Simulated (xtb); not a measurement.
xtb 6.7.1, GFN2-xTB: [CH2]c1cc(C)cc(C)c1, charge +1, multiplicity 1, 20 atoms. The geometry is a generated start, not checked to be a minimum at this level.

```yaml
method: GFN2-xTB
"--acc": 1 (default)
"--etemp (K)": 300 (default)
detailed input (--input): "none: ANC optimiser, Lindh (1995) Hessian, microcycle=20, maxdispl=1.0, hlow=0.01 (default)"
basis_functions: 47
valence_electrons: 46
```

```xyz
20

C     -0.8342     2.7811    -0.5273
C     -0.4492     1.4963    -0.2829
C     -1.4237     0.4789    -0.0082
C     -1.0383    -0.8190     0.2380
C     -2.0345    -1.8942     0.5011
C      0.3372    -1.1148     0.2264
C      1.3354    -0.1564    -0.0284
C      2.7704    -0.5540    -0.0308
C      0.9407     1.1363    -0.2880
H     -1.8732     3.0722    -0.5173
H     -0.1137     3.5544    -0.7422
H     -2.4686     0.7520     0.0025
H     -2.3797    -2.3121    -0.4459
H     -2.9049    -1.5056     1.0247
H     -1.5989    -2.7023     1.0814
H      0.6452    -2.1332     0.4273
H      3.0483    -0.9144    -1.0218
H      3.4125     0.2891     0.2088
H      2.9564    -1.3570     0.6770
H      1.6728     1.9027    -0.4945
```

Charge 1 and multiplicity 1 are set for this test and not shown to be the ground state.

The structure is relaxed from this start with --opt LEVEL for the levels crude, sloppy, loose, lax, normal, tight, vtight, extreme, once each. Up to the end of the extreme run atoms move by at most 0.56 Å along an axis.

Q: What is the loosest level that ends within 1 meV of the extreme run, and how many cycles does it take?

A: normal: 23 cycles against 34, ending 0.20 meV above.

```csv
level,cycles,energy above the extreme run (meV),gradient norm (eV/Å)
crude,1,14,0.11
sloppy,1,14,0.11
loose,1,14,0.11
lax,1,14,0.11
normal,23,0.20,0.024
tight,24,0.18,0.012
vtight,34,under 0.01,0.0025
extreme,34,—,0.0025
```
